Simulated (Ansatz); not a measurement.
The reference is Ag in the fcc (Cu type) structure (space group Fm-3m, No. 225; a = 4.1486 Å).

Calculations: PBE (Ansatz, a program for electronic structure, PAW, without spin-orbit coupling).

Before the change:

```
Item                Value
---------------  --------
Volume per atom  17.85 Å³
```

Now apply this change: a hydrostatic pressure of 30 GPa.

What does the calculation give for the volume per atom after the change?

The volume per atom decreases by 3.11 Å³ to 14.74 Å³.

Load acts through the strain it causes; cell and atoms are relaxed under it. No phonon test of stability was made. No other phases were tried under pressure.
